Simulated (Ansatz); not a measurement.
Base system: MoSi2 (space group I4/mmm, No. 139; a = 3.217 Å, c = 7.873 Å).

Calculations: Ansatz (a program for electronic structure), PBE, PAW, cutoff 420 eV, scalar-relativistic without spin-orbit coupling.

For the base:

The lattice parameter a is 3.217 Å and the c/a ratio is 2.447.

One thing is altered: a hydrostatic pressure of 0.7 GPa.

Question: Predict the new lattice parameter a and c/a ratio.

Answer: The lattice parameter a decreases by 0.004 Å to 3.213 Å; the c/a ratio stays essentially unchanged (2.447 against 2.448).

Load acts through the strain it causes; cell and atoms are relaxed under it. Stability against distortions was not tested. The final runs are not spin-polarised.
